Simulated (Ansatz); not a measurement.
System: AlB2-type TiB₂. Method: PBE (Ansatz, a program for electronic structure, PAW).

Settings: plane-wave cutoff 500 eV, 18×18×12 k mesh (along the axes of the cell as run), Fermi–Dirac smearing 0.05 eV, no spin polarisation, scalar-relativistic PAW data made under PBE.

Computed at the level's own relaxed cell.

**Question.** Estimate the volume per atom, lattice constant a and lattice parameter c that the calculation returns.

**Answer.** 
- volume per atom = 8.56 Å³/atom
- lattice constant a = 3.032 Å
- lattice parameter c = 3.224 Å

Measured, for comparison: lattice constant a 3.029 Å, lattice parameter c 3.229 Å (293 K, not corrected to a static lattice; as tabulated in R. G. Munro, J. Res. NIST 105, 709 (2000), Material Properties of Titanium …). Computed (rounded) less measured: lattice constant a +0.1 %, lattice parameter c -0.2 %.

Computed values are for the static lattice.

Cost on a shared machine: roughly 30 core-seconds.
